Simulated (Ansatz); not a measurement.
## Input and output of a self-consistent single point for TePb2Se (R-3m, 4 atoms in the cell) (Ansatz)

Computed with LDA (PW92), default PAW files made with PBE (plane waves; Ansatz, a program for electronic structure).

Input:

Ansatz 0.2 input:
```yaml
# TePb2Se
crystal:
  lattice:
    - [2.235864, 1.290877, 7.298322]
    - [-2.235864, 1.290877, 7.298322]
    - [0.000000, -2.581754, 7.298322]
  atoms:
    - { symbol: Te, position: [0.500000, 0.500000, 0.500000] }
    - { symbol: Pb, position: [0.744696, 0.744696, 0.744696] }
    - { symbol: Pb, position: [0.255304, 0.255304, 0.255304] }
    - { symbol: Se, position: [0.000000, 0.000000, 0.000000] }
basis:
  ecutwfc: 30.9 Ry
kpoints:
  mp_grid: { grid: [7, 7, 7] }
hamiltonian:
  xc: lda
  pseudopotentials: { kind: paw }
scf:
  occupations: { method: fixed }
output:
  forces: true
  eigenvalues: true
  stress: true
```

Output, abridged:

```
WARN ansatz: RAYON_NUM_THREADS=1 ignored (pool sized by the plan → 1); use --threads N
basis.fft_grid_basis auto: the FFT boxes are laid along the combinations [[1, 0, -1], [0, 1, -1], [0, 0, 1]] of the cell's own vectors, 4.472, 4.472 and 7.742 …
Pseudopotentials: kind: paw
Pseudopotential: Te, paw, valence charge 16
Pseudopotential: Pb, paw, valence charge 14
Pseudopotential: Se, paw, valence charge 16
Crystal: 4 atoms, lattice volume = 126.388 Å³
Basis set: ecut = 420.4159175005146 eV, 2467 PW (Γ), FFT grids on a1−a3, a2−a3, a3
Bands: 36, of which v1, the nominal top of the filled ones, is band 30 counted from 1 (29 counted from 0)
Symmetry: 12 space group operations
Space group: R-3m (ITA 166), of the structure as read, at distance tolerance 5.0e-5 Å
k-points: 44 of 343
PAW frozen core: Te, regenerated for the run's functional, and the local potential with it
PAW frozen core: Pb, regenerated for the run's functional, and the local potential with it
PAW frozen core: Se, regenerated for the run's functional, and the local potential with it
Initial density: superposition of atomic densities (neutral atoms: chi_scale 0, normalization atom), corrected by the library's trained network
Initial wavefunctions: pseudopotential atomic-orbital guess
Eigensolver: davidson
Functional: x = slater, c = lda
SCF iter   1: F=—  HF=-35416.855340 eV  |F-HF|=—  |Δ(HF+E_count)|=         —  Δρ=4.17e-3  dr2=1.65e-2  ethr=1.77e-3  ⟨swp⟩=5.0  Hψ=5399  notcnv=0  defer=148
all-band conjugate gradients solve this SCF's bands
preconditioner: auto → Resta (q_TF=auto, 2.410 Å⁻¹)
SCF iter   2: F=—  HF=-35416.847116 eV  |F-HF|=—  |Δ(HF+E_count)|=   8.22e-3  Δρ=2.17e-3  dr2=3.47e-3  ethr=2.75e-5  ⟨swp⟩=2.9  Hψ=2994  notcnv=0  defer=171
SCF iter   3: F=—  HF=-35416.846147 eV  |F-HF|=—  |Δ(HF+E_count)|=   9.69e-4  Δρ=3.99e-4  dr2=2.63e-4  ethr=5.79e-6  ⟨swp⟩=2.0  Hψ=2493  notcnv=0  defer=172
SCF iter   4: F=—  HF=-35416.846103 eV  |F-HF|=—  |Δ(HF+E_count)|=   4.45e-5  Δρ=1.46e-4  dr2=3.00e-5  ethr=4.39e-7  ⟨swp⟩=2.0  Hψ=1872  notcnv=0  defer=161
SCF iter   5: F=—  HF=-35416.846097 eV  |F-HF|=—  |Δ(HF+E_count)|=   6.10e-6  Δρ=5.52e-5  dr2=8.86e-6  ethr=4.99e-8  ⟨swp⟩=2.0  Hψ=2841  notcnv=0  defer=118
SCF iter   6: F=—  HF=-35416.846094 eV  |F-HF|=—  |Δ(HF+E_count)|=   3.09e-6  Δρ=1.21e-5  dr2=1.12e-7  ethr=1.48e-8  ⟨swp⟩=2.0  Hψ=2841  notcnv=0  defer=119
SCF iter   7: F=-35416.846094 eV  HF=-35416.846094 eV  |F-HF|=7.35e-9  |Δ(HF+E_count)|=   1.35e-8  Δρ=3.78e-6  dr2=1.31e-8  ethr=1.67e-10  ⟨swp⟩=11.7  Hψ=9068  notcnv=0
SCF 1 converged in 7 iterations: F = -35416.846094 eV  dr2 = 1.31e-8
SCF converged after 7 iterations
Free energy (F): -35416.846094 eV
Harris-Foulkes:  -35416.846094 eV  (|F-HF|=7.35e-9)
Internal energy: -35416.846094 eV  (E = F + TS)
E sigma→0 (E₀):  -35416.846094 eV
Fermi energy:    8.255724 eV
--- Per-component energies (eV) ---
  E_band       = -771.882386
  E_kinetic    = 875.839660
  E_local      = -6011.479545  (includes V_loc(G=0)·N_el)
  E_nonlocal   = -185.764839
  E_hartree    = 2928.472927
  E_xc         = -666.142512
  E_vxc        = -470.708530  (∫ρ·V_xc dr)
  E_paw        = -26538.823290  (= ΣΔE_a)
  E_vpaw       = -836.707822  (= ΣTr[D̂ρ^β])
  E_aug_tail   = -0.000726  (compensation charges beyond the density's cutoff)
  E_ewald      = -5821.688365
  E_core_change = 2.740596  (= ΣΔE_core)
  E_smearing   = -0.000000  (= −TS)
  E_closure    = 0.000000  (closes the sum)
  Σ components = -35416.846094   (vs F -35416.846094, Δ=0.00e0)
--- Forces (eV/Å), atoms counted from 1 ---
  atom   1  Te     0.00000000     0.00000000     0.00000000
  atom   2  Pb    -0.00000000    -0.00000000    -0.02618504
  atom   3  Pb    -0.00000000     0.00000000     0.02618504
  atom   4  Se     0.00000000     0.00000000    -0.00000000
  max |Σ_I F_I| component: 4.63e-18 eV/Å
--- Stress (GPa, compression-positive) ---
       -2.599781       0.000000       0.000000
        0.000000      -2.599781       0.000000
        0.000000       0.000000      -2.586038
  P = ⅓ Tr σ = -2.5952 GPa (-25.952 kbar)
  The stress holds the Pulay correction. Without it, at fixed plane waves, as pw.x and ABINIT print it: P = -2.6194 GPa
--- Band table (eV; the first three rows and the last of 44) ---
  k-point 0: bands = ["-38.9907", "-38.9907", "-38.9800", "-38.9800", "-38.9750", "-27.7757", "-27.7757", "-27.7747", "-27.7601", "-27.7601", "-8.3789", "-8.3789", "-8.3603", "-8.3603", "-8.3540", "-8.3540", "-8.3529", "-8.3517", "-8.3290", [...]
  k-point 1: bands = ["-38.9907", "-38.9907", "-38.9800", "-38.9800", "-38.9750", "-27.7757", "-27.7757", "-27.7746", "-27.7601", "-27.7600", "-8.3887", "-8.3748", "-8.3655", "-8.3605", "-8.3554", "-8.3496", "-8.3494", "-8.3481", "-8.3326", [...]
  k-point 2: bands = ["-38.9907", "-38.9907", "-38.9800", "-38.9800", "-38.9750", "-27.7759", "-27.7757", "-27.7745", "-27.7601", "-27.7596", "-8.4097", "-8.3800", "-8.3682", "-8.3599", "-8.3576", "-8.3451", "-8.3418", "-8.3386", "-8.3347", [...]
  k-point 43: bands = ["-38.9907", "-38.9907", "-38.9800", "-38.9800", "-38.9750", "-27.7757", "-27.7757", "-27.7747", "-27.7601", "-27.7600", "-8.3841", "-8.3729", "-8.3702", "-8.3601", "-8.3570", "-8.3502", "-8.3466", "-8.3436", "-8.3348", [...]
```

The run converged in 7 iterations.

The starting cell comes from a database of computed structures (which also holds hypothetical and non-ambient phases and stackings), without a prior relaxation at this level. Its lattice was rescaled by up to half a per cent. Spin-orbit coupling is off. Ansatz's pressure includes its estimate of the finite-basis (Pulay) stress.
